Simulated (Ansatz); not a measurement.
SnTe: biaxial strain −2.50 %, plane normal [111], relaxed out of plane

Base system: SnTe in the rock salt structure (space group Fm-3m, No. 225; a = 6.289 Å). Axes: x, y, z lie along the cube axes.

It is then changed as follows: biaxial strain −2.50 %, plane normal [111], relaxed out of plane (Cartesian); in-plane vectors clamped, the third vector and the atoms free.

Level of theory: PBEsol/PAW in Ansatz (an electronic-structure program), without spin-orbit coupling. Settings: 13×13×13 k-points, 0.05 eV Fermi–Dirac smearing.

```csv
quantity,base,changed,shift
volume per atom,31.09 Å³,30.36 Å³,-0.73 Å³
shortest interatomic distance,3.145 Å,3.122 Å,-0.023 Å
energy relative to the base (free energy F),0 meV/atom,+8.3 meV/atom,+8.3 meV/atom
band gap (uncertain: the edges found look like a band crossing or inverted bands; the base alone),0.16 eV,zero,–
out-of-plane strain (rough),–,+2.72 %,–
mean in-plane stress (compression positive) (rough),–,+1.6 GPa,–
```

Cost of the whole job for the changed cell (relaxation, final SCF and bands): about 60 core-seconds (a rough figure).

Without a gap, meshes like the base's 13×13×13 leave anisotropic stresses uncertain by several tenths of a GPa, and small strain energies with them. With Te present, leaving out spin-orbit coupling can change the band edges. Whether these cells are dynamically stable was not tested. The final runs are not spin-polarised. The zero or small gap of SnTe can change with the level of theory.
